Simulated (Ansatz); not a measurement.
# LaBr3 (model structure, started from the ReO3 type, Pm-3m, No. 221, 4 atoms in the cell)

All values below come from r²SCAN+SOC (PAW; Ansatz, a quantum-chemistry and plane-wave program).

Numerical settings: plane-wave cutoff 560 eV, 6×6×6 k mesh, Fermi–Dirac smearing 0.01 eV, PAW data made under PBE.

Cell (relaxed with PBEsol):

LaBr$_{3}$ is taken in the cubic space group Pm-3m (No. 221), the ReO3 type structure, Pearson symbol cP4. Conventional cell: a = b = c = 5.804 Å, α = β = γ = 90.00°. La on 1a is coordinated by 6 Br at 2.902 Å (octahedral). Br on 3d is coordinated by 2 La at 2.902 Å (linear). (Neighbours: up to the widest gap in distance over summed covalent radii, below 1.35, at either atom; cation-cation and far metal-metal contacts left out.)

```
Property                                                 Result
-------------------------------------------  ------------------
band gap                                     3.94 eV (indirect)
smallest direct gap on the k points sampled             3.99 eV
direct gap at Γ                                         4.42 eV
```

Note: the relaxation could raise the start's symmetry but not lower it, so the cell can be a saddle point; cell and atoms aren't relaxed at this level (pressure 1.0 GPa).

Computed values are for the static lattice.

Computing time: about 6 core-minutes (a rough figure).

A model structure was made by putting elements into a prototype or built by hand; it is no filed structure, need not be a known phase, and can be a saddle point held by its symmetry.
